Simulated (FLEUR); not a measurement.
## Worked example: self-consistent single point of Ti (P6_3/mmc, 4 atoms in the cell) in FLEUR

Method of the run: FLEUR with PBE, all-electron FLAPW (FLEUR), scalar-relativistic valence.

The input file:

Input of the input generator:

```
Ti
&input film=f /
5.6061232913 -0.0000003353 0.0000000000
-2.8030613553 4.8550453546 0.0000000000
0.0000000000 0.0000000000 18.0377382157
1.0
1.0 1.0 1.0

4
22 0.0000000000 0.0000000000 -0.0000000000
22 0.0000000000 0.0000000000 0.5000000000
22 0.3333333333 0.6666666667 0.2500000000
22 0.6666666667 0.3333333333 0.7500000000

&comp jspins=1 /
&kpt div1=7 div2=7 div3=2 gamma=t /
&end /
```

```xml
<?xml version="1.0" encoding="UTF-8" standalone="no"?>
<fleurInput fleurInputVersion="0.39">
   <comment>
      Ti                                                                                                  
   </comment>
   <calculationSetup>
      <cutoffs Kmax="3.9" Gmax="15.6" GmaxXC="15.6" numbands="0"/>
      <scfLoop itmax="80" minDistance="0.00001" maxIterBroyd="25" imix="Anderson" alpha="0.05" precondParam="0.0" spinf="2.0"/>
      <coreElectrons ctail="T" frcor="F" kcrel="0" coretail_lmax="0"/>
      <xcFunctional name="pbe" relativisticCorrections="F"/>
      <magnetism jspins="1"/>
      <soc l_soc="F" theta="0.0" phi="0.0" spav="F"/>
      <expertModes spex="0" secvar="F"/>
      <geometryOptimization l_f="T" forcealpha="1.0" forcemix="BFGS" epsdisp="0.00001" epsforce="0.00001"/>
      <ldaU l_linMix="F" mixParam="0.05" spinf="1.0"/>
   </calculationSetup>
   <cell>
      <bzIntegration valenceElectrons="48.0" mode="gauss" fermiSmearingEnergy="0.00183747">
         <kPointListSelection listName="default-1"/>
         <!-- k-points included here -->
         <xi:include xmlns:xi="http://www.w3.org/2001/XInclude" href="kpts.xml"> </xi:include>
      </bzIntegration>
      <!-- symmetry operations included here -->
      <xi:include xmlns:xi="http://www.w3.org/2001/XInclude" href="sym.xml"> </xi:include>
      <bulkLattice scale="1.0">
         <bravaisMatrix>
            <row-1>    5.6061232913000003    -0.0000003353000000     0.0000000000000000</row-1>
            <row-2>   -2.8030613553000001     4.8550453545999996     0.0000000000000000</row-2>
            <row-3>    0.0000000000000000     0.0000000000000000    18.0377382156999992</row-3>
         </bravaisMatrix>
      </bulkLattice>
   </cell>
   <atomSpecies>
      <species name="Titanium (Ti)" element="Ti" atomicNumber="22">
         <mtSphere radius="2.54" gridPoints="895" logIncrement="0.014"/>
         <atomicCutoffs lmax="10" lnonsphr="8"/>
         <electronConfig flipSpins="F">
            <coreConfig>(1s1/2) (2s1/2) (2p1/2) (2p3/2)</coreConfig>
            <valenceConfig>(3s1/2) (3p1/2) (3p3/2) (4s1/2) (3d3/2) (3d5/2)</valenceConfig>
            <stateOccupation state="(3d3/2)" spinUp="0.4" spinDown="0.4"/>
            <stateOccupation state="(3d5/2)" spinUp="0.6" spinDown="0.6"/>
         </electronConfig>
         <energyParameters s="4" p="4" d="3" f="4"/>
         <lo type="SCLO" l="0" n="3" eDeriv="0"/>
         <lo type="SCLO" l="1" n="3" eDeriv="0"/>
      </species>
   </atomSpecies>
   <atomGroups>
      <atomGroup species="Titanium (Ti)">
         <relPos label="                   1">.0000000000 .0000000000 .0000000000</relPos>
         <relPos label="                   2">.0000000000 .0000000000 1.000/2.000</relPos>
         <force calculate="T" relaxXYZ="TTT"/>
      </atomGroup>
      <atomGroup species="Titanium (Ti)">
         <relPos label="                   3">1.000/3.000 -1.000/3.000 1.000/4.000</relPos>
         <relPos label="                   4">-1.000/3.000 1.000/3.000 -1.000/4.000</relPos>
         <force calculate="T" relaxXYZ="TTT"/>
      </atomGroup>
   </atomGroups>
   <output dos="F" band="F" slice="F">
      <checks vchk="F" cdinf="F"/>
      <bandDOS minEnergy="-.5*Htr" maxEnergy="0.5*Htr" sigma="0.015" storeEVData="T"/>
      <vacuumDOS vacdos="F" integ="F" star="F" nstars="0" locx1="0.0" locy1="0.0" locx2="0.0" locy2="0.0" nstm="0" tworkf="0.0"/>
      <unfoldingBand unfoldBand="F" supercellX="1" supercellY="1" supercellZ="1"/>
      <plotting iplot="0" polar="F">
         <plot TwoD="T" vec1="  1.0  0.0  0.0" vec2="  0.0  1.0  0.0" vec3="  0.0  0.0  1.0" zero="  0.0  0.0  0.0" file="plot"/>
      </plotting>
      <chargeDensitySlicing numkpt="0" minEigenval="0.0" maxEigenval="0.0" nnne="0" pallst="F"/>
      <specialOutput eonly="F"/>
      <magneticCircularDichroism mcd="F" energyLo="-10.0" energyUp="0.0"/>
   </output>
  <!-- We include the file relax.xml here to enable relaxations (see documentation) -->
  <xi:include xmlns:xi="http://www.w3.org/2001/XInclude" href="relax.xml"> <xi:fallback/> </xi:include>
</fleurInput>
```

Output, abridged:

```
      Welcome to FLEUR        (www.flapw.de)
      MaX-Release 8.1          (www.max-centre.eu)

 ========== k-point set info ==========
 Selected k-point list: default-1
 k-point list type: mesh
 7 x 7 x 2
 Number of k points: 16

 ------------Calculation Setup---------------------------
           1           2           4           8          16
 Number of basis functions:          539
 Iteration:     1   Distance:       7.87931949 me/bohr^3
 Iteration:     2   Distance:       6.99754451 me/bohr^3
 Iteration:     3   Distance:       3.42118500 me/bohr^3
 Iteration:     4   Distance:       2.65193164 me/bohr^3
 Iteration:     5   Distance:       5.23482597 me/bohr^3
 Iteration:     6   Distance:       0.63864229 me/bohr^3
   [... 9 lines left out ...]
 Iteration:    16   Distance:       0.00017975 me/bohr^3
 Iteration:    17   Distance:       0.00017354 me/bohr^3
 Iteration:    18   Distance:       0.00001897 me/bohr^3
 Iteration:    19   Distance:       0.00001819 me/bohr^3
 Iteration:    20   Distance:       0.00000142 me/bohr^3
 Run finished successfully
 Stop message:
   Structural relaxation: Done

[file out, last iteration]
             iter=     21
          p o t e n t i a l   g e n e r a t o r
[...]
          integral of pseudo charge density inside the slab=        0.000000   0.000000
     coulomb potential in the interstitial region:
          density-coulomb potential integrals
          total density-coulomb potenti    -5221.1584250273
          density-effective potential integrals for spin  1
          total density-effective poten   -5.4396922640E+03
          charge density-energy density integrals
          total charge density-energy d   -1.6867334030E+02
 Updated energy parameters for spin:           1
  Atom    1 4s branch from -1.76 to  1.84 htr. ; e_l =  0.2253
  Atom    1 4p branch from -0.86 to  2.31 htr. ; e_l =  0.3379
  Atom    1 3d branch from -9.99 to  0.53 htr. ; e_l =  0.3308
  Atom    1 4f branch from -9.99 to  2.82 htr. ; e_l =  0.6234
  Atom    1 3s branch from-19.21 to -1.76 htr. ; e_l(l -1.7749
  Atom    1 3p branch from-15.80 to -0.86 htr. ; e_l(l -0.9026
  Atom    2 4s branch from -1.76 to  1.84 htr. ; e_l =  0.2241
  Atom    2 4p branch from -0.87 to  2.31 htr. ; e_l =  0.3367
  Atom    2 3d branch from -9.99 to  0.53 htr. ; e_l =  0.3296
  Atom    2 4f branch from -9.99 to  2.82 htr. ; e_l =  0.6222
  Atom    2 3s branch from-19.21 to -1.76 htr. ; e_l(l -1.7760
  Atom    2 3p branch from-15.80 to -0.87 htr. ; e_l(l -0.9037
[...]
 fermi energy and band-weighting factors:
at   0.00000   0.00000   0.00000   k-weight:    0.010204
   37 eigenvalues :
   -1.779265   -1.777764   -1.776672   -1.775119   -0.916203   -0.905762   -0.905188   -0.897355
   -0.897355   -0.896548   -0.896548   -0.894602   -0.894602   -0.894435   -0.893800   -0.893800
    0.088934    0.153014    0.154089    0.217187    0.312196    0.313410    0.331623    0.333671
    0.333671    0.336242    0.336242    0.340869    0.346451    0.346451    0.351185    0.351185
    0.381660    0.381660    0.395258    0.395258    0.410116
   [... 2 blocks of this kind left out ...]

[...]
FERMIE:
   [... lines left out ...]
          first approx. to ef    (T=0)  :   0.311474 htr   (energy of the highest occ. eigenvalue)
          total moment                 =     0.00000
 Direct bandgap for spin            1 :    7.7595309018128056E-003  Htr
   [... lines left out ...]
          0.00000000  electrons lost from core.
          total charge for spin  1=   88.000007
          interst. charge =       5.591339
          mt charge=             20.601253   20.603080
          total charge  =   88.000007
          zc=    88.000000     qfix=    1.000000
     t o t a l  e n e r g y
          sum of eigenvalues =             -1991.7703018775
          density-coulomb potential int    -5221.1584250273
          density-effective potential i    -5439.6922639711
          charge density-ex.-corr.energ     -168.6733402955
          el.-nucl. inter. diff. m.t.       2023.5811053166
          Madelung term for atom type:       -18.3937356065
          el.-nucl. inter. diff. m.t.       2023.6132841138
          Madelung term for atom type:       -18.3473756860
 ---->    total energy=                    -3415.2660914385 htr
 ---->    (input%tkb*entropy) TS=              0.0000000000 htr
 ---->    free energy=                     -3415.2660914385 htr
      extrapolation for T->0
 ---->    total electron energy=           -3415.2660914385 htr
 ***** TOTAL FORCES ON ATOMS *****
 TOTAL FORCE FOR ATOM TYPE=  1  X=  0.000   Y=  0.000   Z=  0.000
                       FX_TOT= 0.000000 FY_TOT= 0.000000 FZ_TOT= 0.000000
 TOTAL FORCE FOR ATOM TYPE=  2  X=  2.803   Y= -1.618   Z=  4.509
                       FX_TOT= 0.000000 FY_TOT= 0.000000 FZ_TOT= 0.000000
 Structural relaxation: Done
```

The run converged in 20 iterations. FLEUR gives forces in its relaxation mode, with a further iteration, so its stop message speaks of a relaxation.

The starting cell was generated: these elements placed on a structure prototype, without a prior relaxation; it need not be a known phase or ordering of this composition. Its lattice was rescaled by a random factor within 2.5 % of one. Spin polarisation is off. Values depend on the basis (sphere radii, cutoffs, local orbitals), which need not be converged. The log's line on a gap gives a spacing of levels on this mesh, which the program prints for metals too.

Cost on one core of a shared machine: roughly 90 s.
